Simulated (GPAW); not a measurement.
**Pressure against volume in rutile-structure PbO2 (space group 136) (GPAW, LDA)**

```yaml
crystal:
  lattice:
    - [4.76709, 0.00000, 0.00000]
    - [0.00000, 4.76709, 0.00000]
    - [0.00000, 0.00000, 3.25815]
  atoms:
    - { symbol: Pb, position: [0.00000, 0.00000, 0.00000] }
    - { symbol: Pb, position: [0.50000, 0.50000, 0.50000] }
    - { symbol: O, position: [0.30700, 0.30700, 0.00000] }
    - { symbol: O, position: [0.80700, 0.19300, 0.50000] }
    - { symbol: O, position: [0.19300, 0.80700, 0.50000] }
    - { symbol: O, position: [0.69300, 0.69300, 0.00000] }
```

Computed with LDA (Perdew-Wang 92), GPAW PAW datasets LDA (gpaw-data 1.0.1) (plane waves; GPAW). Settings: mode = pw; ecut = 1040 eV; xc = LDA; kpts = 7 7 11; mesh shift (steps) = 0 0 0; occupations.name = fermi-dirac; occupations.width = 0.05 eV; nbands = -14; convergence.forces = 0.001 eV/Å; symmetry.symmorphic = false; symmetry.tolerance = 0.0005; maxiter = 120. The cell above is the first row's. The rows scale it uniformly. In all rows fractional positions and the k mesh are held.

| V (Å^3/atom) | P (GPa) |
|---|---|
| 12.340 | ? |
| 12.609 | 15.34 |
| 12.877 | 10.62 |
| 13.145 | 6.48 |
| 13.413 | 2.82 |
| 13.682 | -0.38 |
| 13.950 | -3.30 |
| 14.218 | -5.83 |
| 14.486 | -8.08 |

Task: Using a cubic, estimate the missing P at V = 12.340 from the other rows, showing the fit.

Result: With u = V - 13.5, the rows have u = -0.8910, -0.6230, -0.3550, -0.0870, 0.1820, 0.4500, 0.7180, 0.9860. Least squares gives P = 1.728 - 12.3175·u + 2.8741·u² - 0.4884·u³. Residuals (row less fit): 0.010, -0.015, -0.005, -0.002, 0.042, -0.023, -0.015, 0.011; standard error 0.027 (degrees of freedom: 4). The fitted pressure is zero at V0 = 13.65, where dP/dV = -11.51, so B0 = -V0·dP/dV = 157 GPa. At the withheld row, u = -1.1600, so P = 1.728 - 12.3175 × (-1.1600) + 2.8741 × (-1.1600)² - 0.4884 × (-1.1600)³ = 20.646 GPa. The calculation gives 20.66 GPa, 0.014 GPa above the prediction (under 0.05 % of the range of P in the table). The row lies outside the fitted rows, so this is an extrapolation. From the scatter of the fitted rows alone, a prediction at this place has a standard error of 0.072 GPa, so the miss is 0.2 times that.

Carrying the step between the two nearest rows on in a straight line would have given 20.08, off by 0.58; series whose last step already gives the withheld value aren't shown. The scan was laid around a cell of about the measured size, scaled by a guess for this functional; axis ratios and inner coordinates come from that cell. The runs keep the symmetry of the cell, so they don't test it for distortions. Spin-orbit coupling is off. The shape of the cell and the inner coordinates aren't relaxed, so V0 and B0 belong to this uniform scaling; a relaxed crystal lies no higher in energy and is usually softer (forces reach 0.24 eV/Å in these rows). Cutoffs and mesh are single choices, not tested for convergence of this quantity. Series with a scatter that would blur these digits, or in which a gap closes, are not shown.
